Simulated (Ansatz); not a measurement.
The reference is ZnS in the wurtzite structure (space group P6_3mc, No. 186; a = 3.8451 Å, c = 6.3057 Å). Axes: x lies along a and z along c of the hexagonal cell.

Structures relaxed with PBE (Ansatz, a first-principles code; PAW; 420 eV plane waves; no SOC).

Base:

Simulated powder pattern, Cu Kα1, λ = 1.54056 Å (kinematic, ideal powder, no thermal factors, no anomalous dispersion; the 8 strongest lines at most, above 2 %, up to 2θ = 90°):

| 2θ (°) | I/Imax (%) | hkl |
|---|---|---|
| 26.75 | 91 | (100) |
| 28.28 | 58 | (002) |
| 30.33 | 100 | (101) |
| 39.32 | 35 | (102) |
| 47.24 | 71 | (110) |
| 51.36 | 72 | (103) |
| 55.97 | 48 | (112) |
| 72.34 | 24 | (203) |

It is then changed as follows: biaxial strain −4.65 %, plane normal [001], relaxed out of plane (Cartesian); in-plane vectors clamped, the third vector and the atoms free.

Task: Where do the lines fall after the change?

Result: 
Simulated powder pattern, Cu Kα1, λ = 1.54056 Å (kinematic, ideal powder, no thermal factors, no anomalous dispersion; the 8 strongest lines at most, above 2 %, up to 2θ = 90°):

```tsv
2θ (°)	I/Imax (%)	hkl
27.50	53	(002)
28.08	78	(100)
31.34	100	(101)
39.71	29	(102)
49.69	59	(110)
51.09	77	(103)
57.73	37	(112)
74.04	24	(203)
```

The indices refer to the base's conventional cell; one index is shown for lines that coincide.

No phonon test of stability was made.
